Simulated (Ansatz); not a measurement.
Band structure of Ca2CdPt2 (Immm, 5 atoms in the cell).

```yaml
crystal:
  lattice:
    - [-2.22483, 2.94693, 4.26921]
    - [2.22483, -2.94693, 4.26921]
    - [2.22483, 2.94693, -4.26921]
  atoms:
    - { symbol: Ca, position: [0.29899, 0.79899, 0.50000] }
    - { symbol: Ca, position: [0.70101, 0.20101, 0.50000] }
    - { symbol: Cd, position: [0.00000, 0.00000, 0.00000] }
    - { symbol: Pt, position: [0.72491, 0.50000, 0.22491] }
    - { symbol: Pt, position: [0.27509, 0.50000, 0.77509] }
```

Computed with LDA (PW92), PAW files made with PBE (plane waves; Ansatz, a quantum-chemistry and plane-wave program).

Settings: kpoints.mp_grid.grid = 5 5 5; hamiltonian.xc = lda; hamiltonian.pseudopotentials = {kind: paw} (the program's default PAW files); scf.occupations.method = gaussian; scf.occupations.width = 0.1 eV; kpoints.band_path.npoints = 8.

The starting cell comes from a database of computed structures (which also holds hypothetical and non-ambient phases and stackings), without a prior relaxation at this level. Spin-orbit coupling is off. Spin polarisation is off.

Levels in eV from the Fermi level, bands 35 to 42:
| point | 35 | 36 | 37 | 38 | 39 | 40 | 41 | 42 |
|---|---|---|---|---|---|---|---|---|
| Γ | -1.61 | -1.28 | -0.21 | 0.57 | 0.96 | 1.01 | 1.41 | 1.89 |
| X | -1.94 | -1.57 | -1.57 | -0.71 | -0.38 | 0.76 | 1.81 | 1.83 |
| L | -2.28 | -1.95 | -1.80 | -1.00 | -0.36 | 0.77 | 1.78 | 2.50 |
| T | -2.40 | -2.24 | -2.24 | -0.71 | -0.66 | 0.66 | 1.18 | 2.60 |
| W | -2.40 | -2.34 | -2.24 | -1.29 | -0.65 | 1.25 | 1.68 | 1.82 |
| R | -1.91 | -1.82 | -1.61 | 0.21 | 0.26 | 1.25 | 1.29 | 1.51 |
| X1 | -1.94 | -1.57 | -1.57 | -0.71 | -0.38 | 0.76 | 1.81 | 1.83 |
| Z | -2.72 | -1.79 | -1.54 | -1.30 | 1.02 | 1.49 | 2.88 | 2.94 |
| Y | -2.59 | -2.00 | -1.95 | -1.37 | 1.37 | 1.88 | 2.68 | 2.99 |
| S | -2.56 | -2.54 | -2.32 | 0.28 | 0.78 | 1.83 | 2.08 | 3.05 |

Bands cross the Fermi level along this path, so the cell is metallic at this level.

Keys are those of Ansatz 0.2.
